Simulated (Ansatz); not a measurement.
## ZnS: response to strain

The reference is ZnS in the zinc blende structure (space group F-43m, No. 216; a = 5.357 Å). Axes: x, y, z lie along the cube axes.

Strains are applied to the cell and any free atomic positions relax; under biaxial strain the out-of-plane vector relaxes too.

Method: Kohn–Sham DFT with the PBEsol functional, run in Ansatz (an electronic-structure program) with PAW and 420 eV plane waves, spin-orbit coupling left out.

For the base:

| Quantity | Value |
|---|---|
| Band gap | 2.09 eV |

Task: The aim is a band gap between 2.26 eV and 2.53 eV. Which of these changes reaches it?
(A) isotropic strain −2.27 %
(B) uniaxial strain ε_yy = +2.61 %
(C) biaxial strain +0.54 %, plane normal [110], relaxed out of plane

Result: A, isotropic strain −2.27 %. It gives 2.39 eV; biaxial strain +0.54 %, plane normal [110], relaxed out of plane gives 2.02 eV; uniaxial strain ε_yy = +2.61 % gives 1.94 eV. Changes not listed may reach it too

A biaxial case was relaxed in a doubled cell and then solved in the primitive one. Stability against distortions was not tested.
